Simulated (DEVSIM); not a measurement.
System: abrupt Si n-p junction, at 400 K.

```tsv
layer (left to right)	material	thickness (μm)	Nd (cm⁻³)	Na (cm⁻³)	τn (s)	τp (s)
1	Si	0.730	1.6e19	-	0.00083	0.00083
2	Si	280	-	1e14	0.00083	0.00083
```

Left contact: ohmic. Right contact: ohmic. Voltage is applied to the left contact. Recombination: SRH at mid-gap, radiative. Mobility is μmin + (μ − μmin)/(1 + (N/Nref)^α).

This is a model device: material constants are rounded textbook-type values typed into the input, and sizes, dopings and lifetimes were drawn at random. Values at 300 K; Nc and Nv go as T^1.5, mobilities as T to minus their exponent, the gap by Varshni's rule with the affinity fixed.

```
parameter               Si
----------------  --------
gap (eV)             1.124
affinity (eV)         4.05
permittivity          11.7
Nc (cm⁻³)          2.86e19
Nv (cm⁻³)           3.1e19
μn (cm²/Vs)           1417
μp (cm²/Vs)            470
μn,min                  52
μp,min                  45
Nref,n              9.7e16
Nref,p              2.2e17
αn                    0.68
αp                    0.72
T exponent of μn       2.3
T exponent of μp       2.2
B (cm³/s)          4.7e-15
Varshni α (eV/K)  0.000473
Varshni β (K)          636
```

Simulated with DEVSIM: 1D drift-diffusion, Boltzmann statistics, complete ionisation; no tunnelling, impact ionisation, image-force lowering or self-heating.

The doping Na of layer 2 was swept, all else fixed.

| doping Na of layer 2 (cm^-3) | dark forward voltage at 1 A/cm² (V) | potential step across the device at zero bias (V) |
|---|---|---|
| 3e12 | 0.450 | 0.521 |
| 1e13 | 0.450 | 0.539 |
| 3e13 | 0.449 | 0.570 |
| 1e14 | 0.451 | 0.611 |
| 3e14 | 0.456 | 0.649 |
| 1e15 | 0.468 | 0.690 |
| 3e15 | ___ | 0.728 |

Complete the blanks.


- 3e15, dark forward voltage at 1 A/cm² (V): 0.488
